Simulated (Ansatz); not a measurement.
Take SiO₂ in the rutile structure (space group P4_2/mnm, No. 136) as the base.

```
CELL_PARAMETERS angstrom
      4.15488     0.00000     0.00000
      0.00000     4.15488     0.00000
      0.00000     0.00000     2.66145
ATOMIC_POSITIONS crystal
  Si 0.00000 0.00000 0.00000
  Si 0.50000 0.50000 0.50000
  O  0.30558 0.30558 0.00000
  O  0.80558 0.19442 0.50000
  O  0.19442 0.80558 0.50000
  O  0.69442 0.69442 0.00000
```

Cartesian axes are those of the cell as printed.

Method: LDA/PAW in Ansatz (an electronic-structure program), spin-orbit coupling left out.

For the base:

The width of the top valence band is 2.76 eV and the gap character is direct at Γ.

Modification: tensile biaxial strain of 3.00 % in the plane normal to [001], as in epitaxy on a mismatched substrate; the out-of-plane cell vector and the atoms relax.

Task: Estimate the effect on the width of the top valence band, out-of-plane strain and gap character.

Result: The width of the top valence band decreases by 0.15 eV to 2.61 eV; the out-of-plane strain amounts to -1.41 %; the gap character is still direct at Γ.

Gaps are read on the SCF mesh and a high-symmetry path. Stability against distortions was not tested.
